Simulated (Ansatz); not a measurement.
MoTe2: axis ratio against pressure

MoTe2 (2H layered, P6_3/mmc, 24.170 Å³/atom and stress up to 0.01 GPa in the relaxed cell, c along z) under hydrostatic pressure, with the cell free. PBE-D3(BJ) in Ansatz, a plane-wave DFT program (PAW, default set), 420 eV, 11×11×3 Γ-centred mesh, Fermi-Dirac smearing 0.05 eV; ions are relaxed, or left where forces stay under 0.02 eV/Å, within the symmetry of each cell.

Here P stands for pressure and y for c/a.

| pressure (GPa) | c/a |
|---|---|
| -1.0 | 3.957 |
| 0.0 | 3.917 |
| 0.3 | 3.908 |
| 0.7 | 3.899 |
| 1.5 | 3.884 |
| 3.0 | ? |

The 5 complete rows are fitted with a straight line, y against P. Means: P 0.30000, y 3.9130. About the means, the sum of products is -0.098800 and the sum of squares of P is 3.3800; the slope is their ratio. Least squares gives y = 3.9218 - 0.02923·P. Residuals (row less fit): 0.0060, -0.0048, -0.0050, -0.0023, 0.0060; standard error 0.0065 (degrees of freedom: 3).

Problem. Estimate the missing y (P = 3.0); what did the run itself give?

Solution. y = 3.9218 - 0.02923 × 3.0 = 3.8341. The calculation gives 3.866, 0.0319 above the prediction (35.1 % of the range of y in the table). The row lies outside the fitted rows, so this is an extrapolation. From the scatter of the fitted rows alone, a prediction at this place has a standard error of 0.0119, so the miss is 2.7 times that.

A polynomial of degree 2 through the 6 other runs of the series gives 3.910 there. Spin-orbit coupling is left out, which can shift these values for the heavy elements here. Other structures, which can take over under pressure, weren't tried. Rows are the converged runs of the series near zero and its far end, less any whose ions stayed unrelaxed beside relaxed ones; series whose fitted rows scatter by over a few per cent of the range, as at a crossing or softening among them, aren't shown in this form. Most that stay on the fit to the last digits aren't either.
